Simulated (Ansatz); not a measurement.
## CsSnI3: band gap against pressure

CsSnI3 (cubic perovskite, Pm-3m, 49.329 Å³/atom and stress up to 0.11 GPa in the relaxed cell, cube axes along x, y and z) under hydrostatic pressure, with the cell free. PBE in Ansatz, a plane-wave DFT program (PAW, default set), 420 eV, 6×6×6 Γ-centred mesh, Fermi-Dirac smearing 0.05 eV; ions are relaxed, or left where forces stay under 0.02 eV/Å, within the symmetry of each cell. Gaps are the smallest over the k-mesh and a band path, without spin-orbit coupling; in all rows the valence edge lies at about 0.9 Å⁻¹ from Γ and the conduction edge at about 0.9 Å⁻¹ from Γ.

Here P stands for pressure and Eg for gap.

| pressure (GPa) | gap (eV) |
|---|---|
| -1.0 | 0.78 |
| 0.0 | 0.45 |
| 0.3 | 0.40 |
| 0.7 | 0.30 |
| 1.5 | ? |

Problem. Fit Eg against P with a straight line, and predict the withheld value at P = 1.5.

Solution. Means: P 0, Eg 0.482. About the means, the sum of products is -0.45000 and the sum of squares of P is 1.5800; the slope is their ratio. Least squares gives Eg = 0.483 - 0.2848·P. Residuals (row less fit): 0.012, -0.033, 0.002, 0.016; standard error 0.027 (degrees of freedom: 2). Over these rows the gap moves by -285 ± 22 meV per GPa. At the withheld row, Eg = 0.483 - 0.2848 × 1.5 = 0.056 eV. The calculation gives 0.12 eV, 0.064 eV above the prediction (9.7 % of the range of Eg in the table). The row lies outside the fitted rows, so this is an extrapolation. From the scatter of the fitted rows alone, a prediction at this place has a standard error of 0.045 eV, so the miss is 1.4 times that.

A polynomial of degree 2 through the 5 other runs of the series gives 0.16 there. The primitive cell can neither tilt nor turn polar against its symmetry, as such crystals can under strain. Other structures, which can take over under pressure, weren't tried. CsSnI3 is here the ideal cubic form; the compound distorts at low or room temperature. Spin-orbit coupling is left out, which can shift this property for CsSnI3. Rows are the converged runs of the series near zero and its far end, less any whose ions stayed unrelaxed beside relaxed ones; series whose fitted rows scatter by over a few per cent of the range, as at a crossing or softening among them, aren't shown in this form. Most that stay on the fit to the last digits aren't either.
